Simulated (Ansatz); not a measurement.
Start from a 12-atom supercell of TiO$_{2}$ in the rutile structure (space group P4_2/mnm, No. 136; a = 4.597 Å, c = 2.954 Å) at its relaxed geometry.

Method: DFT with r2SCAN, PAW potentials and a 500 eV plane-wave cutoff in Ansatz (a program for electronic structure), spin-orbit coupling left out.

The change: one Li atom is added in an open site, starting 1.73 Å from the nearest host atom, atoms relaxed at fixed cell, starting from a slightly rattled geometry.

What happens to the largest displacement of a host atom from its site in the perfect cell?

The largest displacement of a host atom from its site in the perfect cell amounts to 0.27 Å.

What happens to the final site of the added atom?

The final site of the added atom amounts to 6 O at 1.84–2.04 Å (octahedral).

Other magnetic orders, which the real material may have, were not ruled out. The cell is small, so the values are those of an ordered compound at a high defect concentration; dilute-limit values will differ. No Hubbard U is applied, and correlation can decide whether such a compound is a metal. Spin-polarised in the final run: Li interstitial (started 1.73 Å from the nearest host atom); the other runs are not. The defect cell is spin-polarised and ends with 0.9 μB.
